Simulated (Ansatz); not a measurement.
# Effect of biaxial strain +2.08 %, plane normal [111], relaxed out of plane on MgS

Start from MgS in the rock salt structure (space group Fm-3m, No. 225; a = 5.203 Å). Axes: x, y, z lie along the cube axes.

Perturbation: tensile biaxial strain of 2.08 % in the plane normal to [111], as in epitaxy on a mismatched substrate; the out-of-plane cell vector and the atoms relax.

Computed with r2SCAN (Ansatz, a program for electronic structure), no spin-orbit coupling. k-mesh 11×11×11 (Γ-centred); smearing 0.05 eV (Fermi–Dirac).

| quantity | base | changed | shift |
|---|---|---|---|
| volume per atom | 17.61 Å³ | 18.16 Å³ | +0.55 Å³ |
| space group | Fm-3m (No. 225) | R-3m (No. 166) | – |
| shortest interatomic distance | 2.602 Å | 2.629 Å | +0.0275 Å |
| energy relative to the base (free energy F) | 0 meV/atom | +8.2 meV/atom | +8.2 meV/atom |
| pressure (mean of the normal stresses, compression positive) | 0.00 GPa | -2.32 GPa | -2.32 GPa |
| band gap | 3.46 eV | 3.20 eV | -0.266 eV |
| gap character | – | indirect, Γ → F | – |
| smallest direct gap | 4.64 eV | 4.18 eV | -0.46 eV |
| hole mass | – | 0.21 mₑ out of plane, 1.9 mₑ in plane (at Γ) | – |
| valence-band top at Γ (three highest levels, from the VBM) | 0.00, 0.00, 0.00 eV | 0.00, -0.27, -0.27 eV | – |
| out-of-plane strain | – | -1.02 % | – |
| ratio −ε⊥/ε∥ | – | 0.49 | – |
| mean in-plane stress (compression positive) | – | -3.5 GPa | – |

Final structure (turned so that z lies along the plane normal):

```yaml
crystal:
  lattice:
    - [3.75563, 0.00000, 0.00000]
    - [1.87781, 3.25247, 0.00000]
    - [1.87781, -1.08416, 2.97347]
  atoms:
    - { symbol: Mg, position: [0.00000, 0.00000, 0.00000] }
    - { symbol: S, position: [0.00000, 0.50000, 0.50000] }
```

Effective masses come from finite differences of ±0.01 Å⁻¹. Whether these cells are dynamically stable was not tested. k-point labels follow each cell's own Brillouin zone.
